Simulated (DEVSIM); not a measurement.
Structure: TaN/SiO2/p-Ge capacitor, at 300 K.

| layer (left to right) | material | thickness (nm) | Na (cm⁻³) |
|---|---|---|---|
| 1 | SiO2 | 9.40 | - |
| 2 | Ge | 3800 | 2.4e16 |

Metal gate on the left, work function 4.4 eV. Fixed charge at the semiconductor interface 0 cm⁻² (in units of +e); no interface traps.

The device is made up for the run: typed textbook-type constants, with dimensions and the other settings drawn at random. Values at 300 K.

```
parameter      SiO2       Ge
-------------  ----  -------
gap (eV)          9    0.664
affinity (eV)   0.9        4
permittivity    3.9       16
Nc (cm⁻³)         -  1.04e19
Nv (cm⁻³)         -     6e18
```

Simulated with DEVSIM: 1D Poisson equation in equilibrium, Boltzmann statistics, complete ionisation; no quantum confinement or tunnelling. Metal contacts follow the ideal Schottky-Mott rule: no Fermi-level pinning, no interface dipoles.

The interface trap density was swept, all else fixed.

```json
[
 {"interface trap density (cm^-2 eV^-1)": "0", "threshold voltage (band bending 2φF) (V)": "0.41", "minimum of the low-frequency capacitance (μF/cm²)": "0.0831", "flat-band voltage (V)": "-0.12"},
 {"interface trap density (cm^-2 eV^-1)": "1e10", "threshold voltage (band bending 2φF) (V)": "0.42", "minimum of the low-frequency capacitance (μF/cm²)": "0.0841", "flat-band voltage (V)": "-0.12"},
 {"interface trap density (cm^-2 eV^-1)": "1e11", "threshold voltage (band bending 2φF) (V)": "0.43", "minimum of the low-frequency capacitance (μF/cm²)": "0.0928", "flat-band voltage (V)": "-0.12"},
 {"interface trap density (cm^-2 eV^-1)": "3e11", "threshold voltage (band bending 2φF) (V)": "0.45", "minimum of the low-frequency capacitance (μF/cm²)": "0.109", "flat-band voltage (V)": "-0.13"},
 {"interface trap density (cm^-2 eV^-1)": "1e12", "threshold voltage (band bending 2φF) (V)": "0.55", "minimum of the low-frequency capacitance (μF/cm²)": "0.155", "flat-band voltage (V)": "-0.15"},
 {"interface trap density (cm^-2 eV^-1)": "2e12", "threshold voltage (band bending 2φF) (V)": "[?]", "minimum of the low-frequency capacitance (μF/cm²)": "[?]", "flat-band voltage (V)": "-0.17"}
]
```

**Question.** Some entries are withheld; supply them.

**Answer.** 
- 2e12, threshold voltage (band bending 2φF) (V): 0.68
- 2e12, minimum of the low-frequency capacitance (μF/cm²): 0.198
